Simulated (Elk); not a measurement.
# Elk run on CuI2 (P4/mmm, 3 atoms in the cell): self-consistent single point

Method of the run: PBEsol, all-electron FP-LAPW, Elk's shipped species files, APW+lo basis with extra local orbitals in Elk 10.2.4.

The input file:

```
tasks
  0

xctype
  22

rgkmax
  7.5

gmaxvr
  16.0

nxlo
  2

lorbcnd
  .true.

rmtscf
  0.9

lmaxi
  3

stype
  0

swidth
  0.00999582

maxscl
  100

avec
    9.5894738009    0.0000000000    0.0000000000
    0.0000000000    9.5894738009    0.0000000000
    0.0000000000    0.0000000000    8.3794254715

sppath
  './'

atoms
  2
  'Cu.in'
  1
  0.0000000000  0.0000000000  0.0000000000    0.0 0.0 0.0
  'I.in'
  2
  0.0000000000  0.5000000000  0.0000000000    0.0 0.0 0.0
  0.5000000000  0.0000000000  0.0000000000    0.0 0.0 0.0

ngridk
  7 7 8
```

Log, with long lists cut:

```
│ Elk code version 10.2.4 │

All units are atomic (Hartree, Bohr, etc.)

│ Ground-state run starting from atomic densities │

Lattice vectors :
   9.589473801       0.000000000       0.000000000
   0.000000000       9.589473801       0.000000000
   0.000000000       0.000000000       8.379425471

Unit cell volume      :    770.5552727
Brillouin zone volume :   0.3219109936

Muffin-tin inner radius fraction :   0.1000000000E-01

Nuclei treated as point charges

Species :    1 (Cu)
 parameters loaded from : Cu.in
 name : copper
 nuclear charge    :   -29.00000000
 electronic charge :    29.00000000
 atomic mass :    115837.2717
 muffin-tin radius :    2.160000000
 number of radial points in muffin-tin :    497
 atomic positions (lattice), magnetic fields (Cartesian) :
   1 :   0.00000000  0.00000000  0.00000000    0.00000000  0.00000000  0.00000000

Species :    2 (I)
 parameters loaded from : I.in
 name : iodine
 nuclear charge    :   -53.00000000
 electronic charge :    53.00000000
 atomic mass :    231332.6970
 muffin-tin radius :    2.340000000
 number of radial points in muffin-tin :    597
 atomic positions (lattice), magnetic fields (Cartesian) :
   1 :   0.00000000  0.50000000  0.00000000    0.00000000  0.00000000  0.00000000
   2 :   0.50000000  0.00000000  0.00000000    0.00000000  0.00000000  0.00000000

Total number of atoms per unit cell :    3

Spin treatment :
 spin-unpolarised

Number of Bravais lattice symmetries :   16
Number of crystal symmetries         :   16
Crystal has inversion symmetry
Real symmetric eigensolver will be used

k-point grid :      7     7     8
k-point offset :    0.000000000       0.000000000       0.000000000
k-point set is reduced with full crystal symmetry group
Total number of k-points :       50

Muffin-tin radius times maximum |G+k| :    7.500000000
 using average radius
Maximum |G+k| for APW functions       :    3.289473684
Maximum (1/2)|G+k|²                   :    5.410318560
Maximum |G| for potential and density :    16.00000000
 potential will be trimmed for |G| > 2 gkmax
Constant for pseudocharge density :    9
Radial integration step length :    4

G-vector grid sizes :     49    49    45
Number of G-vectors :    53351

Maximum angular momentum used for
 APW functions                      :    8
 outer part of muffin-tin           :    6
 inner part of muffin-tin           :    3

Total nuclear charge    :   -135.0000000
Total core charge       :    84.00000000
Total valence charge    :    51.00000000
Total excess charge     :    0.000000000
Total electronic charge :    135.0000000

Effective Wigner radius, rₛ :    1.108648328

Number of empty states         :   12
Total number of valence states :   38
Total number of core states    :   84

Conduction state local-orbitals added automatically
Total number of local-orbitals :  242

Exchange-correlation functional :     22     0     0
 PBEsol, Phys. Rev. Lett. 100, 136406 (2008)
 gradient requirement :    1
 generalised gradient approximation (GGA)

Smearing type :    0
 Gaussian
Smearing width :   0.9995820000E-02
Effective electronic temperature (K) :    3156.430308

Mixing type :    3
 Broyden mixing, J. Phys. A: Math. Gen. 17, L317 (1984)

Kohn-Sham potential initialised from atomic data

│ Self-consistent loop started │
│ Loop number : 1 │
 total energy                :     -15877.4824990
│ Loop number : 2 │
 total energy                :     -15878.7010606
RMS change in Kohn-Sham potential (target) :   0.3416025302     (  0.1000000000E-05)
Absolute change in total energy (target)   :    1.218561659     (  0.1000000000E-03)
│ Loop number : 3 │
 total energy                :     -15882.8635734
RMS change in Kohn-Sham potential (target) :   0.2247960538     (  0.1000000000E-05)
Absolute change in total energy (target)   :    4.467153149     (  0.1000000000E-03)
│ Loop number : 4 │
 total energy                :     -15883.6232263
RMS change in Kohn-Sham potential (target) :   0.1932413644     (  0.1000000000E-05)
Absolute change in total energy (target)   :    1.876441276     (  0.1000000000E-03)
│ Loop number : 5 │
 total energy                :     -15884.4374116
RMS change in Kohn-Sham potential (target) :   0.9460118601E-01 (  0.1000000000E-05)
Absolute change in total energy (target)   :    1.283295543     (  0.1000000000E-03)
│ Loop number : 6 │
 total energy                :     -15884.9917404
RMS change in Kohn-Sham potential (target) :   0.3780493148E-01 (  0.1000000000E-05)
Absolute change in total energy (target)   :   0.8751527575     (  0.1000000000E-03)
│ Loop number : 7 │
 total energy                :     -15885.6385879
RMS change in Kohn-Sham potential (target) :   0.8716649079E-02 (  0.1000000000E-05)
Absolute change in total energy (target)   :   0.8656356063     (  0.1000000000E-03)
│ Loop number : 8 │
 total energy                :     -15885.9131816
RMS change in Kohn-Sham potential (target) :   0.1603794702E-02 (  0.1000000000E-05)
Absolute change in total energy (target)   :   0.4910026567     (  0.1000000000E-03)
│ Loop number : 9 │
 total energy                :     -15886.0153339
RMS change in Kohn-Sham potential (target) :   0.3935640451E-03 (  0.1000000000E-05)
Absolute change in total energy (target)   :   0.2249029311     (  0.1000000000E-03)
│ Loop number : 10 │
 total energy                :     -15886.0121419
RMS change in Kohn-Sham potential (target) :   0.7589509974E-04 (  0.1000000000E-05)
Absolute change in total energy (target)   :   0.5303370212E-01 (  0.1000000000E-03)
│ Loop number : 11 │
 total energy                :     -15886.0082544
RMS change in Kohn-Sham potential (target) :   0.3905529957E-04 (  0.1000000000E-05)
Absolute change in total energy (target)   :   0.9370982591E-02 (  0.1000000000E-03)
│ Loop number : 12 │
 total energy                :     -15886.0073274
RMS change in Kohn-Sham potential (target) :   0.4432340700E-04 (  0.1000000000E-05)
Absolute change in total energy (target)   :   0.1415685461E-02 (  0.1000000000E-03)
│ Loop number : 13 │
 total energy                :     -15886.0076709
RMS change in Kohn-Sham potential (target) :   0.2199276469E-04 (  0.1000000000E-05)
Absolute change in total energy (target)   :   0.6974872849E-03 (  0.1000000000E-03)
│ Loop number : 14 │
 total energy                :     -15886.0081600
RMS change in Kohn-Sham potential (target) :   0.4116042927E-05 (  0.1000000000E-05)
Absolute change in total energy (target)   :   0.6634341062E-03 (  0.1000000000E-03)
│ Loop number : 15 │
 total energy                :     -15886.0082674
RMS change in Kohn-Sham potential (target) :   0.4359336586E-06 (  0.1000000000E-05)
Absolute change in total energy (target)   :   0.2732978173E-03 (  0.1000000000E-03)
│ Loop number : 16 │
 total energy                :     -15886.0082622
RMS change in Kohn-Sham potential (target) :   0.2663521278E-06 (  0.1000000000E-05)
Absolute change in total energy (target)   :   0.6314350321E-04 (  0.1000000000E-03)
Convergence targets achieved

│ Loop number : 17 │

Energies :
 Fermi                       :     0.725147288650E-01
 sum of eigenvalues          :     -9631.10765373
 electron kinetic            :      16764.9531879
 core electron kinetic       :      16199.8406777
 Coulomb                     :     -32227.2432463
 Coulomb potential           :     -25839.2872527
 nuclear-nuclear             :     -1138.57099540
 electron-nuclear            :     -36338.0572492
 Hartree                     :      5249.38499828
 Madelung                    :     -19307.5996200
 xc potential                :     -556.773588945
 exchange                    :     -415.717966401
 correlation                 :     -8.00023193999
 total energy                :     -15886.0082568

Density of states at Fermi energy :    36.22619652
 (states/Hartree/unit cell)

Estimated indirect band gap :   0.1874940205E-01
 from k-point     49 to k-point     10
Estimated direct band gap   :   0.2536108059E-01
 at k-point     49

Charges :
 core                        :    84.00000000
 valence                     :    51.00000000
 interstitial                :    7.174610311
 muffin-tins (core leakage)
  species :    1 (Cu)
   atom    1                 :    27.67412075     (  0.6289411168E-03)
  species :    2 (I)
   atom    1                 :    50.07563447     (  0.9405316336E-03)
   atom    2                 :    50.07563447     (  0.9405316336E-03)
 total in muffin-tins        :    127.8253897
 total calculated charge     :    134.9887589
 total charge                :    135.0000000
 error                       :   0.1124112318E-01

│ Self-consistent loop stopped │
```

The run converged in 17 iterations. The count includes the last loop, which Elk runs after its targets are met.

The starting cell comes from a database of computed structures (which also holds hypothetical and non-ambient phases and stackings), without a prior relaxation at this level. Its lattice was rescaled by a random factor within 2.5 % of one. Spin-orbit coupling is off. Spin polarisation is off. Values depend on the basis (sphere radii, cutoffs, local orbitals), which need not be converged. The run gives no clean gap (levels at the Fermi energy touch, overlap or are partly filled at this smearing), which alone does not show that the compound is a metal. The log's line on a gap gives a spacing of levels on this mesh, which the program prints for metals too.

Cost on one core of a shared machine: roughly 2 min.
